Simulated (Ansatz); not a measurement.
GaP under load (space group Imm2), r2SCAN with spin-orbit coupling, rigid bands (Ansatz, a first-principles code). Condition of this run: uniaxial stress along [110] of 1 GPa (compression positive) (the target of the relaxation). Band gap 1.77 eV, N_c = 2.81e19 cm⁻³ and N_v = 1.19e19 cm⁻³ at 300 K, conductivity masses along y (a = (-0.01, 2.72, 2.73) Å; b = (2.72, -0.01, 2.73) Å; c = (2.71, 2.71, 0.00) Å) of 0.392 mₑ (electrons) and 0.403 mₑ (holes). Take k_BT = 0.02585 eV.

Q: A film of it is 5 nm thick, with its normal along the direction named. Estimate the confinement energies in an infinite well.

A: ħ²π²/(2m t²) = 0.376 eV·nm²/(m/mₑ × t²) gives 38.4 meV for electrons and 37.3 meV for holes, so the gap would widen to about 1.85 eV. Finite barriers and nonparabolic bands lower this, and with several valleys or bands the heaviest mass along the normal sets the lowest level, not this average.

Q: Find the intrinsic carrier density and the intrinsic Fermi level.

A: n_i = √(N_c N_v) exp(−E_g/2k_BT) = 1.83e19 × exp(−34.23) = 2.5e4 cm⁻³. The level lies (k_BT/2) ln(N_v/N_c) = -11 meV from mid-gap (positive towards the conduction band). Each 0.1 eV added to the gap lowers n_i by a factor of 6.9.

Q: What built-in voltage has an abrupt junction with N_A = 1e16 and N_D = 1e18 cm⁻³, all dopants ionised?

A: V_bi = E_g/e − (k_BT/e) ln(N_c N_v/(N_A N_D)) = 1.77 − 0.02585 × 10.42 = 1.50 V, for the computed gap.

Rigid bands with the computed gap; masses take one relaxation time for all states.
